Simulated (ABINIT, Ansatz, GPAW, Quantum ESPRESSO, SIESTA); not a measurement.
## Code comparison for Mg6SiW (Amm2, 8 atoms in the cell)

Self-consistent single point.

```yaml
crystal:
  lattice:
    - [5.05425, 0.00000, 0.00000]
    - [0.00000, 2.80920, 5.34788]
    - [0.00000, -2.80920, 5.34788]
  atoms:
    - { symbol: Mg, position: [0.50000, 0.67384, 0.17240] }
    - { symbol: Mg, position: [0.50000, 0.17240, 0.67384] }
    - { symbol: Mg, position: [0.00000, 0.82349, 0.33915] }
    - { symbol: Mg, position: [0.00000, 0.33915, 0.82349] }
    - { symbol: Mg, position: [0.00000, 0.32376, 0.32376] }
    - { symbol: Mg, position: [0.00000, 0.82171, 0.82171] }
    - { symbol: Si, position: [0.50000, 0.17035, 0.17035] }
    - { symbol: W, position: [0.50000, 0.67529, 0.67529] }
```

Shared settings, as Ansatz (a first-principles code) writes them: kpoints.mp_grid.grid = 3 3 3; scf.occupations.method = fermi_dirac; scf.occupations.width = 0.1 eV. Potentials and cutoffs stand in the table.

| code | model | pressure (GPa) | largest force (eV/Å) | cutoff |
|---|---|---|---|---|
| GPAW | LDA (Perdew-Wang 92), GPAW PAW datasets LDA (gpaw-data 1.0.1) | -3.74 | 0.102 | 800 eV |
| ABINIT | LDA (PW92), norm-conserving pseudopotentials (PseudoDojo nc-sr-04 LDA standard) | -3.68 | 0.103 | 1143 eV |
| SIESTA | LDA PW92, numerical atomic orbitals DZP, PseudoDojo LDA standard norm-conserving potentials (rewritten from UPF to PSML) | -1.03 | 0.137 | grid 350 Ry |
| Quantum ESPRESSO | LDA (PZ), GBRV 1.5 ultrasoft (LDA) pseudopotentials | -4.13 | 0.103 | 40 Ry |
| Ansatz | LDA (PW92), PAW files made with PBE | -3.75 | 0.103 | 420 eV |

Size of the force on each atom (eV/Å): Sizes of forces hide their directions.

| code | Mg1 | Mg2 | Mg3 | Mg4 | Mg5 | Mg6 | Si7 | W8 |
|---|---|---|---|---|---|---|---|---|
| GPAW | 0.015 | 0.015 | 0.039 | 0.039 | 0.102 | 0.049 | 0.075 | 0.013 |
| ABINIT | 0.016 | 0.016 | 0.038 | 0.038 | 0.103 | 0.049 | 0.076 | 0.014 |
| SIESTA | 0.059 | 0.059 | 0.109 | 0.109 | 0.102 | 0.066 | 0.137 | 0.043 |
| Quantum ESPRESSO | 0.016 | 0.016 | 0.038 | 0.038 | 0.103 | 0.049 | 0.077 | 0.013 |
| Ansatz | 0.016 | 0.016 | 0.038 | 0.038 | 0.103 | 0.049 | 0.076 | 0.013 |

On Ansatz's run: spin-orbit coupling is off. Spin polarisation is off.

The spread over the programs that give each value: pressure within 3.10 GPa; largest force within 0.035 eV/Å.

SIESTA uses small atom-centred bases, whose incompleteness enters pressures, forces and empty levels differently from a plane-wave cutoff. Ansatz's pressure is given at a fixed set of plane waves, as the other plane-wave codes print theirs. The same LDA comes in different parametrisations, which differ slightly. In the pressure, SIESTA (by 2.72) lies more than 1 GPa from the median of the plane-wave programs. In the force vectors, SIESTA (by 0.143) lies more than 0.08 eV/Å from the median of the plane-wave programs.

The shared mesh is coarse (it stands for a supercell whose shortest vector is 15 Å), so the values are not converged in it.

The starting cell comes from a database of computed structures (which also holds hypothetical and non-ambient phases and stackings), without a prior relaxation at this level.

Left out of this page: CP2K (unsound by tests on forces, stress, charge or solver warnings); Elk (not drawn, or without a comparable value).

Keys are those of Ansatz 0.2.
